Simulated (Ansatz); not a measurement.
Hypothetical simple cubic Pt: pressure series

Base system: Pt in the simple cubic structure (space group Pm-3m, No. 221; a = 2.6241 Å; a hypothetical phase, not in the database extracts checked).

Cell and atoms are relaxed at each pressure.

All numbers come from PBE in Ansatz (plane waves to 420 eV, PAW, no SOC).

Notes on the quantities. enthalpy: H = E + PV relative to the base's energy.

```csv
change,enthalpy,shortest interatomic distance
base,–,2.624 Å
pressure −2 GPa,-0.23 eV/atom,2.634 Å
pressure −1 GPa,-0.11 eV/atom,2.629 Å
pressure 0.3 GPa,+0.03 eV/atom,2.623 Å
pressure 0.7 GPa,+0.08 eV/atom,2.621 Å
pressure 1.5 GPa,+0.17 eV/atom,2.617 Å
pressure 3 GPa,+0.34 eV/atom,2.611 Å
pressure 5 GPa,+0.56 eV/atom,2.602 Å
pressure 7.5 GPa,+0.83 eV/atom,2.592 Å
pressure 10 GPa,+1.10 eV/atom,2.583 Å
```

Load acts through the strain it causes; cell and atoms are relaxed under it. Stability against distortions was not tested. No other phases were tried under pressure. The final runs are not spin-polarised.

Ansatz is a quantum-chemistry and plane-wave program.
